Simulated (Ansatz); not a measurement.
S on the 1x1 (0001) surface of hcp Co, ferromagnetic, one in a 2x1 cell, energies for each (10.8 Å²). Energies are against ⅛ S8(g), without zero-point or thermal terms; each row is named by its start.

Calculation: PBE (plane waves to 420 eV, PAW; Ansatz, an electronic-structure program).

Set-up: 9 atoms, 6.0 Å thick at the start under the adsorbate (thin: gaps and levels are the slab's own); mesh 7x14x1; 0.1 eV smearing; dipole correction on; 4 atoms held, the rest relaxed; each run with such symmetry as its start has; spin-polarised, no spin-orbit, no U, no dispersion correction.

A negative adsorption energy means that the adsorbate is more stable on the surface than in its reference. Starts that drift may end in the same place. Heights count from the host atoms within 0.3 Å of the top one.

| starting site | E_ads (eV) | height (Å) | nearest host atom (Å) | bonded to | Δ work function (eV) | lateral drift (Å) | moment (μB) |
|---|---|---|---|---|---|---|---|
| top Co | -1.23 | 1.68 | Co 2.20 | 3 Co | -0.04 | 1.4 | 12.7 |
| hollow Co-Co-Co | -1.23 | 1.67 | Co 2.20 | 3 Co | -0.04 | 0.1 | 12.7 |
| hollow Co-Co-Co over Co at depth 2.0 Å | -1.29 | 1.66 | Co 2.20 | 3 Co | -0.06 | 0.0 | 12.7 |
| bridge Co-Co (span 2.5 Å) | -1.29 | 1.66 | Co 2.20 | 3 Co | -0.06 | 0.8 | 12.7 |
